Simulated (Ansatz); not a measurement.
Consider the energy of the reaction as written. Reaction: 1/4 cell B + 3/8 N2 (gas) → cell A. Negative: the products are lower in energy.

Cell A: a slab of W (bcc, Im-3m) cut along (110), 6 atoms, oblique cell of 3.18 × 2.76 Å (7.2 Å²), symmetry Cm within 0.02 Å, 10.1 Å thick under 17 Å of vacuum, in-plane vectors held at the crystal's; planes from bottom to top: W × 5 | N, its two faces unlike (dipole correction applied); added, foreign or displaced atoms, above the top plane: N bound to 3 W at 1.98–2.00 Å; spin state with PBE: run without spin, k-point mesh 18×20×1.
```xyz
6
Lattice="3.1838 0.0000 0.0000 1.5919 2.2513 0.0000 0.0000 0.0000 26.5847" Properties=species:S:1:pos:R:3 pbc="T T T"
W     -0.0001     0.0282     8.1243
W      1.5919     0.0276    10.2974
W     -0.0001     0.0282    12.5529
W      1.5919     0.0204    14.8087
W     -0.0001    -0.0464    17.1353
N      1.5922     0.5048    18.1792
```

Cell B: a slab of W (bcc, Im-3m) cut along (110), 21 atoms, oblique cell of 6.37 × 5.51 Å (28.7 Å²), symmetry Cm within 0.02 Å, 10.0 Å thick under 17 Å of vacuum, in-plane vectors held at the crystal's; planes from bottom to top: W4 × 5 | N, its two faces unlike (dipole correction applied); added, foreign or displaced atoms, above the top plane: N bound to 3 W at 1.97–2.17 Å; spin state with PBE: run without spin, k-point mesh 9×10×1.
```
CELL_PARAMETERS angstrom
      6.36767     0.00000     0.00000
      3.18384     4.50262     0.00000
      0.00000     0.00000    26.58474
ATOMIC_POSITIONS crystal
  W  0.99573 0.01016 0.30444
  W  0.49409 0.01022 0.30443
  W  0.99385 0.51230 0.30411
  W  0.49592 0.50815 0.30417
  W  0.74480 0.51024 0.38617
  W  0.24500 0.51018 0.38616
  W  0.74502 0.00997 0.38603
  W  0.24462 0.01077 0.38555
  W  0.99418 0.00987 0.47110
  W  0.49586 0.01002 0.47110
  W  0.99626 0.50749 0.47070
  W  0.49366 0.51270 0.47067
  W  0.74382 0.51053 0.55656
  W  0.24570 0.51050 0.55659
  W  0.74328 0.01338 0.55423
  W  0.24480 0.01037 0.55558
  W  0.99661 0.00871 0.64043
  W  0.49465 0.00875 0.64044
  W  0.98452 0.53091 0.63584
  W  0.50107 0.49789 0.63932
  N  0.29405 0.91187 0.68131
```

Reference: an isolated N2 molecule (singlet) in a box of 11 × 11 × 13 Å.

All numbers come from Ansatz (an electronic-structure program), plane waves with PAW, its PAW set soft_1, cutoff 420 eV, 500 eV for r2SCAN. The structures are at rest with PBE, within the held lattices; other levels are single points on them. Neutral cells; Fermi-Dirac smearing of at most 0.10 eV in the solids, energies taken to zero width. The lattices are those relaxed with PBE, so at other levels the solids can be strained, which adds to the spread. Larger cells are relaxed from a start prepared with the learned potential CHGNet till forces fall under 0.03 eV/Å, which some starts already meet. A dispersion term (D3(BJ), or D4 for r2SCAN) was computed beside these levels and is taken off wherever the name lacks it. Space groups of crystals are read within 0.01 Å. Static lattices, no vibrational contributions. No structure search was made; lower ones may exist. Spin-orbit coupling is left out. No Hubbard U is applied. No correction for cell size. Cell A has symmetry Cm within 0.02 Å and got no random move, so less symmetric positions, which may lie lower, weren't tried. Cell B has symmetry Cm within 0.02 Å and got no random move, so less symmetric positions, which may lie lower, weren't tried.

**Question.** What value does PBE give?

**Answer.** -0.42 eV, for 1/4 cell B + 3/8 N2 (gas) → cell A.

**Question.** How does the value move with the functional?

**Answer.** 
```
Method  value (eV)  less PBE
------  ----------  --------
r2SCAN       -0.55     -0.13
```

The levels shown span 0.13 eV, from r2SCAN (-0.55) to PBE (-0.42).
